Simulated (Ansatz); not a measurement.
# YN: response to strain

Start from YN in the rock salt structure (space group Fm-3m, No. 225; a = 4.8198 Å). Axes: x, y, z lie along the cube axes.

Strains are applied to the cell and any free atomic positions relax; under biaxial strain the out-of-plane vector relaxes too.

Level of theory: LDA, PAW, 420 eV (Ansatz, a program for electronic structure; spin-orbit coupling left out).

Notes on the quantities. energy relative to the base: free energy F.

```tsv
case	energy relative to the base	volume per atom
base	0 meV/atom	14.00 Å³
biaxial strain −3.00 %, plane normal [001], relaxed out of plane	+37 meV/atom	13.36 Å³
biaxial strain −2.50 %, plane normal [001], relaxed out of plane	+25 meV/atom	(withheld)
biaxial strain −2.00 %, plane normal [001], relaxed out of plane	+16 meV/atom	13.57 Å³
biaxial strain −1.00 %, plane normal [001], relaxed out of plane	+3.8 meV/atom	(withheld)
biaxial strain +0.50 %, plane normal [001], relaxed out of plane	+0.9 meV/atom	14.10 Å³
biaxial strain +1.50 %, plane normal [001], relaxed out of plane	+7.8 meV/atom	14.32 Å³
biaxial strain +2.00 %, plane normal [001], relaxed out of plane	+14 meV/atom	14.43 Å³
biaxial strain +2.50 %, plane normal [001], relaxed out of plane	+21 meV/atom	14.54 Å³
biaxial strain +3.00 %, plane normal [001], relaxed out of plane	(withheld)	14.65 Å³
```

Question: Complete the table.

Answer: 
- biaxial strain −2.50 %, plane normal [001], relaxed out of plane, volume per atom: 13.46 Å³
- biaxial strain −1.00 %, plane normal [001], relaxed out of plane, volume per atom: 13.78 Å³
- biaxial strain +3.00 %, plane normal [001], relaxed out of plane, energy relative to the base: +30 meV/atom

The mesh was chosen for an insulator and is coarse for the gapless case. No phonon test of stability was made. The final runs are not spin-polarised.
